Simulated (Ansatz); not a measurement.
α-phase CO was calculated with LDA (PAW; Ansatz, a program for electronic structure).

Numerical settings: plane-wave cutoff 520 eV, 6×6×6 k mesh, Fermi–Dirac smearing 0.01 eV, scalar-relativistic PAW data made under PBE.

Cell (relaxed at this level):

```cif
data_C4O4
_chemical_formula_sum 'C4 O4'
_space_group_name_H-M_alt 'P213'
_space_group_IT_number 198
_space_group_name_Hall 'P 2ac 2ab 3'
_cell_length_a 5.17565
_cell_length_b 5.17565
_cell_length_c 5.17565
_cell_angle_alpha 90.000
_cell_angle_beta 90.000
_cell_angle_gamma 90.000
loop_
_atom_site_label
_atom_site_type_symbol
_atom_site_symmetry_multiplicity
_atom_site_Wyckoff_symbol
_atom_site_fract_x
_atom_site_fract_y
_atom_site_fract_z
_atom_site_occupancy
C1 C 4 a 0.96270 0.96270 0.96270 1
O1 O 4 a 0.08834 0.08834 0.08834 1
```

**Question.** Predict the bulk modulus, band gap and direct gap at Γ.

**Answer.** 
- bulk modulus: 6.45 GPa
- band gap: 5.31 eV (direct)
- direct gap at Γ: 5.72 eV

Note: the volume lies 22 % below that of the published cell.

It cost around 7 core-minutes (rough) of CPU time.
